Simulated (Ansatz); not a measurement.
Consider the following.

```xyz
4
Lattice="2.5539 0.0000 0.0000 -1.2770 2.2118 0.0000 0.0000 0.0000 4.2268" Properties=species:S:1:pos:R:3 pbc="T T T"
B      1.2770     0.7373     4.2257
B      0.0000     1.4745     2.1122
N      1.2770     0.7373     2.6430
N      0.0000     1.4745     0.5295
```

Space group of this cell: P6_3mc, wurtzite. The cell is taken as given; by r2SCAN its mean pressure is -4.7 GPa.

The current runs along the normal of the first two printed vectors, the (001) plane. All runs by Ansatz (a quantum-chemistry and plane-wave program), plane waves and PAW, without spin-orbit coupling; the base is r2SCAN.

```csv
run,mean pressure (GPa),gap (eV),mid-gap κ (1/Å)
base,-4.7,5.75,0.367
all lengths scaled by 0.98,20.6,5.67,0.372
all lengths scaled by 1.02,-24.7,5.82,0.360
"lengths across the current scaled by 0.98, ions clamped",11.7,(withheld),(withheld)
"lengths across the current scaled by 1.02, ions clamped",-18.3,(withheld),(withheld)
"lengths along the current scaled by 0.97, ions clamped",7.9,(withheld),(withheld)
"lengths along the current scaled by 1.03, ions clamped",-14.9,5.68,0.328
```

### Question
Some entries are withheld; supply them.

### Answer

- lengths across the current scaled by 0.98, ions clamped, gap (eV): 5.62
- lengths across the current scaled by 0.98, ions clamped, mid-gap κ (1/Å): 0.346
- lengths across the current scaled by 1.02, ions clamped, gap (eV): 5.86
- lengths across the current scaled by 1.02, ions clamped, mid-gap κ (1/Å): 0.390
- lengths along the current scaled by 0.97, ions clamped, gap (eV): 5.83
- lengths along the current scaled by 0.97, ions clamped, mid-gap κ (1/Å): 0.409
